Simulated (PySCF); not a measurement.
PySCF 2.14.0, unrestricted B3LYP/def2-svp, df: cyclopentasilane cation ([SiH2]1[SiH2][SiH2][SiH2][SiH2]1), charge +1, multiplicity 2, 15 atoms. The geometry is a generated start, not checked to be a minimum at this level.

| Item | Result |
|---|---|
| task | energy |
| method | b3lyp |
| basis | def2-svp |
| two-electron scheme | density fitting |
| mol.max_memory | 3000 MB |
| mf.max_cycle | 100 |
| mf.diis_space | 8 (default) |
| mf.conv_tol | 1e-09 (default) |
| mf.grids.level | 3 (default) |
| basis functions | 140 |
| grid points | 193984 |

```xyz
15

Si     0.8029     1.1858     1.3666
Si     1.8821    -0.5572     0.2474
Si     0.2650    -1.6699    -1.0241
Si    -1.7278    -0.4650    -0.8469
Si    -1.2283     1.5262     0.2691
H      0.5649     0.8169     2.7693
H      1.6202     2.3998     1.4678
H      2.5945    -1.4605     1.1578
H      2.9522    -0.0360    -0.6137
H      0.0983    -3.0618    -0.5873
H      0.6849    -1.8064    -2.4245
H     -2.7315    -1.2351    -0.0997
H     -2.3692    -0.2420    -2.1475
H     -1.1044     2.6299    -0.6940
H     -2.3038     1.9753     1.1597
```

Charge 1 and multiplicity 2 are set for this test and not shown to be the ground state.

With the defaults (mf.init_guess = minao, mf.DIIS = CDIIS, mf.level_shift = 0, mf.diis = true, mf.damp = 0, mf.diis_start_cycle = 1, newton = off) it converges in 20 Fock builds. One run each on 2 threads, 1 BLAS thread, with these changes:
- mf.DIIS = ADIIS
- mf.DIIS = EDIIS
- mf.init_guess = sap
- mf.level_shift = 1 Hartree
- newton = Hessian by the SCF's own integrals
- mf.level_shift = 0.3 Hartree
- mf.diis = false
- mf.init_guess = huckel
- mf.damp = 0.3, mf.diis_start_cycle = 4

Q: Name the settings that don't reach the solution of the defaults.

A: No convergence: mf.init_guess = sap; mf.DIIS = EDIIS; mf.level_shift = 0.3 Hartree; mf.level_shift = 1 Hartree; mf.diis = false (the run ends without SCF convergence in 100 cycles). The rest reach the solution of the defaults.

```
setting                                      Fock builds             end
-------------------------------------------  -----------  --------------
mf.init_guess = huckel                                18   same solution
the defaults                                          20   same solution
mf.damp = 0.3, mf.diis_start_cycle = 4                23   same solution
mf.DIIS = ADIIS                                       39   same solution
newton = Hessian by the SCF's own integrals           50   same solution
mf.init_guess = sap                                  101  no convergence
mf.DIIS = EDIIS                                      101  no convergence
mf.level_shift = 0.3 Hartree                         101  no convergence
mf.level_shift = 1 Hartree                           101  no convergence
mf.diis = false                                      101  no convergence
```

Under newton the count holds the products with the orbital Hessian.
